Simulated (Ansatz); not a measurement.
Base system: Pd in the fcc (Cu type) structure (space group Fm-3m, No. 225).

```
Pd
1.0
    0.00000     1.93787     1.93787
    1.93787     0.00000     1.93787
    1.93787     1.93787     0.00000
Pd
1
Direct
  0.00000   0.00000   0.00000
```

Cartesian axes are those of the cell as printed.

Level of theory: PBEsol/PAW in Ansatz (an electronic-structure program), no spin-orbit coupling.

Base values:

```
Item                Value
---------------  --------
Volume per atom  14.55 Å³
Band gap             zero
```

Modification: uniaxial stress, 2 GPa compression along x, with the cell and atoms free to relax against it.

Task: What happens to the volume per atom, energy relative to the base and band gap?

Result: The volume per atom shrinks by 0.04 Å³, from 14.55 Å³ to 14.51 Å³; the energy increases by 2.5 meV/atom; the band gap is still zero.

Without a gap, meshes like the base's 21×21×21 leave anisotropic stresses uncertain by several tenths of a GPa, and small strain energies with them. Load acts through the strain it causes; cell and atoms are relaxed under it. Stability under load was not tested beyond the relaxation. All final runs are without spin polarisation.
